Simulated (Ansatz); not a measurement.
**H2O on the 1x1 (110) surface of 3C silicon carbide (cut with top plane C + Si), one in a 2x2 cell, started at the site 'top Si'**

Host crystal: 3C silicon carbide, with a band gap (PBE, scalar-relativistic without spin-orbit coupling).

The numbers are results of HSE06, at the PBE geometry (plane waves to 420 eV, PAW; Ansatz, a program for electronic structure), not measurements.

Set-up: 51 atoms, 7.7 Å thick at the start under the adsorbate (thin: gaps and levels are the slab's own); mesh 3x2x1; 0.01 eV smearing; dipole correction on; single point; no symmetry held, on the structure that PBE left; no spin, no spin-orbit, no U, no dispersion correction. At the end it is bonded to C + Si. In PBE it is, or lies within 0.03 eV of, the lowest of the starts that converged; the order may differ at this level.

```yaml
energy of the end state, in which the adsorbate came apart, against H2O(g) at the same level: -2.95 eV
change_of_the_step_from_the_bottom_to_the_top_vacuum_level_against_the_clean_slab: -0.66 eV
height of the binding atom over the mean of the host atoms within 0.3 Å of the top one: 1.476 Å
note: in the relaxation the adsorbate left its starting site by 1.1 Å
cost: about 50 core-minutes (a rough figure)
```

A negative adsorption energy means that the adsorbate is more stable on the surface than in its reference.
